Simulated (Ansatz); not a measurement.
Base system: ZrC in the rock salt structure (space group Fm-3m, No. 225).

```yaml
crystal:
  lattice:
    - [0.00000, 2.33445, 2.33445]
    - [2.33445, 0.00000, 2.33445]
    - [2.33445, 2.33445, 0.00000]
  atoms:
    - { symbol: Zr, position: [0.00000, 0.00000, 0.00000] }
    - { symbol: C, position: [0.50000, 0.50000, 0.50000] }
```

Method: Kohn–Sham DFT with the PBEsol functional, run in Ansatz (a first-principles code) with PAW and 420 eV plane waves, no spin-orbit coupling.

Before the change:

- Lattice parameter a = 4.669 Å

It is then changed as follows: a hydrostatic pressure of 4.5 GPa.

Task: What happens to the lattice parameter a?

Result: The lattice parameter a falls by 0.028 Å (4.669 Å → 4.641 Å).

Load acts through the strain it causes; cell and atoms are relaxed under it. Stability against distortions was not tested. All final runs are without spin polarisation.
